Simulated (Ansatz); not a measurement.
Consider this model of amorphous Si₃₀N₄₅Nb₃.

```xyz
78
Lattice="9.5071 -0.1630 -0.2429 -0.1630 9.5612 -0.0974 -0.2429 -0.0974 9.7833" Properties=species:S:1:pos:R:3 pbc="T T T"
Si     7.0951     6.7711     8.8839
Si     5.6988     5.9975     3.9218
Si     6.7331     0.2816     8.4989
Si     3.1080     6.4798     1.8419
Si     2.1630     3.2285     5.1936
Si     2.7784     2.2675     7.8213
Si     5.3127     8.4175     0.6760
Si     4.2060     4.4184     9.4701
Si     3.7343     2.1614     3.0830
Si     9.1474     2.1583     8.3509
Si     8.3156     7.3664     4.0720
Si     7.2970     6.3138     1.4791
Si     0.8001     5.4713     3.5958
Si     2.6816     6.3821     7.6335
Si    -0.0759     2.5866     2.9820
Si     2.9078     8.7094     6.3796
Si     0.0294     9.2243     6.2994
Si     5.4627     5.0423     6.9256
Si     1.7333     3.9709     1.2142
Si     1.6871     1.5077     1.2100
Si     4.4632     1.5158     0.2890
Si     6.4964     3.5659     1.7501
Si     6.9366     3.3172     8.3933
Si     1.4799     0.7274     4.0188
Si    -0.3456     8.7463     8.6364
Si     6.4949     1.1138     2.7131
Si     2.5603     8.6285    -0.1202
Si     0.1483     7.2636     1.3738
Si     6.6325     9.0330     5.2158
Si     3.3799     5.8909     4.8632
N      0.8524     2.3158     4.4736
N      0.1641     0.7256     7.8771
N      6.2225     4.0330     0.0801
N      2.7386     8.0853     8.0813
N      3.1012     0.5185     3.2810
N      3.1537     5.0700     0.8348
N      6.4806     0.3005     6.7895
N      6.0331     0.7828     4.3307
N      7.5162     1.7536     8.9333
N      4.3226     8.7256     5.3635
N     -0.1941     7.7749     7.2404
N      1.0176     2.7373     0.1131
N      8.5252     3.6803     7.7030
N      8.4074     7.3498     2.3463
N      1.2005     5.6372     8.1107
N      7.5099     8.4727     8.8356
N      2.5944     2.7525     2.0259
N      6.0960     6.9363     0.3564
N      4.0713     6.5901     3.3357
N      7.6658     2.3937     2.4429
N      2.1779     4.7739     4.3993
N      1.9671     3.2925     6.8568
N      3.8169     2.6306     4.7190
N      1.4858     9.3267     5.3826
N      5.8960     9.1075     2.1103
N      9.2378     5.9551     4.5992
N      0.5481     0.9743     2.4173
N      6.5972     7.3651     4.4321
N      3.7299     2.7825     9.1508
N      0.3732     4.2254     2.3937
N      8.5162     6.1204     0.2048
N      3.5635     0.9298     7.1084
N      2.7224     6.9027     6.0052
N      5.2711     0.1566     9.4781
N      6.5070     5.1354     2.5953
N      3.6429     7.8977     1.0312
N      4.1159     5.3994     8.0358
N      5.7396     3.2811     7.0766
N      4.9622     5.2813     5.2912
N      2.9394     0.7064     0.3571
N      1.4528     6.6347     2.3757
N      5.1893     2.2042     1.9742
N      6.9002     5.8252     7.4877
N      8.3603     9.0029     4.8020
N      0.8714     8.3734     0.2338
Nb     5.0567     1.6657     6.0955
Nb     4.3629     8.8148     3.5215
Nb    -0.2722     5.6666     7.0770
```

Method: PBE, scalar-relativistic without spin-orbit coupling (plane waves to 420 eV, PAW; Ansatz, a quantum-chemistry and plane-wave program).

Preparation: random packing, a CHGNet melt and quench, and a DFT relaxation. N atoms were pushed apart under 1.9 Å during the dynamics, to hinder bonds among them. The hot cell started wider than the set density and was brought back towards it in steps. It is the lowest in DFT energy of 2 quenches. It is a model cell: composition and starting density were chosen by hand, and all elements were melted together. No dispersion term was used. Its density started from a set value of 3.27 and ended at 3.27 g/cm³. The quench (nominally 380 K/ps over its main leg) was far faster than any real one, so the model tends to hold more defects than a real film. A cell of this size samples the disorder only roughly. Volume and shape were free in the relaxation. On a 2×2×2 Γ-centred mesh force components of up to 0.19 eV/Å stay, since the relaxation ran on the zone centre alone.

Bonds are counted up to Si-Si 2.60 Å, Si-N 2.10 Å, Si-Nb 2.78 Å, N-N 1.70 Å, N-Nb 2.58 Å, Nb-Nb 3.12 Å. Two cations that share two anions don't count as bonded, nor two that share one unless they lie closer than Si-Si 2.38 Å, Si-Nb 2.71 Å, Nb-Nb 3.04 Å.

Q: Give the coordination numbers, mean bond lengths and angles.

A: 
```
Item                                                               Value
---------------------------------  -------------------------------------
Mean coordination of Si by anions   4.00 (1 with 3, 28 with 4, 1 with 5)
Mean coordination of N              3.00 (3 with 2, 39 with 3, 3 with 4)
Mean coordination of Nb by anions                        5.00 (3 with 5)
Mean Si-N bond                     1.764 Å (spread 0.054 Å, 120 counted)
Mean N-Nb bond                      2.101 Å (spread 0.169 Å, 15 counted)
Bond angle at Si                               mean 109.2°, spread 13.2°
Bond angle at N                                mean 115.6°, spread 15.8°
Bond angle at Nb                               mean 104.8°, spread 23.1°
```

Q: Which atoms depart from the most common coordination of their element?

A: Si6 has 3 (N52 1.62 Å, N62 1.71 Å, N59 1.71 Å); Si16 has 5 (N40 1.74 Å, N34 1.82 Å, N54 1.84 Å, N63 1.85 Å, N62 1.95 Å); N38 has 4 (Si26 1.71 Å, Si29 1.81 Å, Nb76 2.20 Å, Nb77 2.26 Å); N40 has 2 (Si16 1.74 Å, Nb77 1.84 Å; Nb76 at 2.64 Å just beyond); N45 has 2 (Si14 1.73 Å, Nb78 1.80 Å); N49 has 4 (Si4 1.78 Å, Si30 1.82 Å, Si2 1.83 Å, Nb77 2.25 Å); N52 has 2 (Si6 1.62 Å, Si5 1.68 Å); N72 has 4 (Si9 1.83 Å, Si26 1.85 Å, Si22 1.90 Å, Si21 1.96 Å).

Q: List the pairs of like atoms that count as bonded by the rules above.

A: There are none by these rules.
